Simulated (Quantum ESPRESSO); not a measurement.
**Quick settings and what they miss: Fe₃Ge (Pm-3m, 4 atoms in the cell)**

Self-consistent single point.

```xyz
4
Lattice="3.6700 0.0000 0.0000 0.0000 3.6700 0.0000 0.0000 0.0000 3.6700" Properties=species:S:1:pos:R:3 pbc="T T T"
Fe     0.0000     1.8350     1.8350
Fe     1.8350     0.0000     1.8350
Fe     1.8350     1.8350     0.0000
Ge     0.0000     0.0000     0.0000
```
Moments meant for the start (each program seeds them in its own way; μB, in the order of the atoms Fe Fe Fe Ge): 4.0 4.0 4.0 0.0.

Level of theory: LDA (PZ), PSlibrary ultrasoft (LDA) pseudopotentials (plane waves; Quantum ESPRESSO 7.5).

Base settings: ecutwfc = 55 Ry; ecutrho = 330 Ry; occupations = smearing; smearing = gauss; degauss = 0.0147 Ry; nspin = 2; potentials = {Fe: Fe.pz-n-rrkjus_psl.1.0.0.UPF, Ge: Ge.pz-n-rrkjus_psl.1.0.0.UPF}; K_POINTS = automatic 6 6 6 0 0 0; conv_thr = 1e-10 Ry; mixing_beta = 0.3.

Tight run (finer mesh or higher cutoff; not a proven limit): ecutwfc: 55 Ry → 77 Ry; ecutrho: 330 Ry → 462 Ry; conv_thr: 1e-10 Ry → 7.3e-11 Ry; K_POINTS: automatic 6 6 6 0 0 0 → automatic 9 9 9 0 0 0. It gave Fermi level (on the code's own zero) 12.23 eV; pressure -19.07 GPa; size of the cell's spin moment 6.19 μB; site moments (μB, in the program's spheres or projections) Fe 2.10, Fe 2.10, Fe 2.10, Ge -0.10.

Quick runs, as changes from the base:
- A: the base itself
- B: ecutwfc: 55 Ry → 28 Ry; ecutrho: 330 Ry → 168 Ry; K_POINTS: automatic 6 6 6 0 0 0 → automatic 4 4 4 0 0 0
- C: ecutwfc: 55 Ry → 28 Ry; ecutrho: 330 Ry → 168 Ry; smearing: gauss → cold; degauss: 0.0147 Ry → 0.019992 Ry; conv_thr: 1e-10 Ry → 7.3e-05 Ry; K_POINTS: automatic 6 6 6 0 0 0 → automatic 8 8 8 1 1 1

Energies are extrapolated to zero smearing width, which holds to low order in the width alone (under cold and Methfessel-Paxton smearing the free energy itself is taken).

Dashes: pressure of C, not trusted under this conv_thr with d or f elements.

The count of work is k-points × plane waves × bands × iterations; it is no time. 

The starting cell comes from a database of computed structures (which also holds hypothetical and non-ambient phases and stackings), without a prior relaxation at this level. Its lattice was rescaled by a random factor within 2.5 % of one. The magnetic order is the one reached from the typed start; others were not searched systematically. In the base run, with a pressure of about -19 GPa the cell is away from its equilibrium volume at this level.

```tsv
run	energy less tight (meV/atom)	pressure less tight (GPa)	count of work / tight
A	2.6	-0.07	0.33
B	194.7	-20.61	0.075
C	199.1	–	0.045
```

Among the runs at the tight run's level, the energy misses run from 2.6 to 199.1 meV/atom.

Left out of this page: 2 runs of the series outside the window shown, repeating another row's setting, or not comparable; 1 run of the series failed or unconverged.
